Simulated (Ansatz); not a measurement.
Data:

```xyz
2
Lattice="0.0000 2.7245 2.7673 2.7245 0.0000 2.7673 2.7245 2.7245 0.0000" Properties=species:S:1:pos:R:3 pbc="T T T"
Al     0.0000     0.0000     0.0000
P      4.0867     4.0867     4.1510
```

Computed with PBEsol with spin-orbit coupling, rigid bands (plane waves, PAW; Ansatz, a first-principles code). Condition of this run: uniaxial stress zz = -1 GPa (compression positive) (the target of the relaxation). Cell: cell and atoms relaxed with PBEsol, then loaded as said.

Question: What conductivity effective mass do dilute electrons have at 300 K?

Answer: 0.39 (x), 0.39 (y), 0.27 (z) mₑ.

Question: What conductivity effective mass do dilute holes have at 300 K?

Answer: 0.59 (x), 0.59 (y), 0.74 (z) mₑ.

Question: And the band gap?

Answer: 1.39 eV at this level; semilocal functionals usually fall short of the measured gap.

Rigid bands, one relaxation time for all states, no polarons.
